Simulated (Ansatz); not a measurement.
# Mg2NbN3: pressure series

The reference is Mg2NbN3 (space group C2/c, No. 15; a cell from a computed database, its experimental status unchecked).

```
Mg2NbN3
1.0
    4.72508    -3.07275     0.00000
    4.72508     3.07275     0.00000
   -2.63519     0.00000     5.03695
Mg Nb N
4 2 6
Cartesian
  6.77766  -0.49470   2.12961
  0.03731   0.49470   2.90734
  1.35490  -0.49470   0.38886
  5.46006   0.49470   4.64809
  2.74869  -0.54572   3.77771
  4.06628   0.54572   1.25924
  2.74869  -2.46092   3.77771
  4.06628   2.46092   1.25924
  6.00631   0.42635   0.37029
  0.80866  -0.42635   4.66666
  2.12625   0.42635   2.14818
  4.68872  -0.42635   2.88877
```

Cell and atoms are relaxed at each pressure.

Computed with PBEsol (Ansatz, a first-principles code; PAW; 420 eV plane waves; no spin-orbit coupling).

```
pressure (GPa)  volume per atom (Å³/atom)
--------------  -------------------------
-2                                 12.357
-1                                 12.271
0                                  12.189
0.3                                12.165
1.5                                12.070
3                                  11.957
5                                       ?
7.5                                11.646
10                                 11.489
```

Task: Fit the third-order Birch–Murnaghan form P(V) = (3B₀/2)[(V₀/V)^(7/3) − (V₀/V)^(5/3)]·[1 + (3/4)(B₀′ − 4)((V₀/V)^(2/3) − 1)] (squares taken in P) to the rows shown and predict the withheld row.

Result: Least squares on the printed values gives V₀ = 12.189 Å³/atom, B₀ = 150 GPa, B₀′ = 4.0; this predicts 11.814 Å³/atom, and the run gives 11.814 Å³/atom, in agreement.

Load acts through the strain it causes; cell and atoms are relaxed under it. No phonon test of stability was made. Competing high-pressure phases were not computed.
